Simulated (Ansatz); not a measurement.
BAs, response to strain

Take BAs in the zinc blende structure (space group F-43m, No. 216; a = 4.7839 Å) as the base. Axes: x, y, z lie along the cube axes.

Strains are applied to the cell and any free atomic positions relax; under biaxial strain the out-of-plane vector relaxes too.

Level of theory: r2SCAN in Ansatz (plane waves to 500 eV, PAW, no SOC).

Candidates:
(a) biaxial strain −0.42 %, plane normal [111], relaxed out of plane
(b) biaxial strain −1.25 %, plane normal [111], relaxed out of plane
(c) biaxial strain −0.83 %, plane normal [111], relaxed out of plane
(d) biaxial strain −1.67 %, plane normal [111], relaxed out of plane

Before the change:

The band gap is 1.38 eV.

Problem. Order them by band gap, highest first.

Solution. (a) biaxial strain −0.42 %, plane normal [111], relaxed out of plane (1.36 eV), (c) biaxial strain −0.83 %, plane normal [111], relaxed out of plane (1.33 eV), (b) biaxial strain −1.25 %, plane normal [111], relaxed out of plane (1.30 eV), (d) biaxial strain −1.67 %, plane normal [111], relaxed out of plane (1.27 eV)

No phonon test of stability was made.

Ansatz is a quantum-chemistry and plane-wave program.
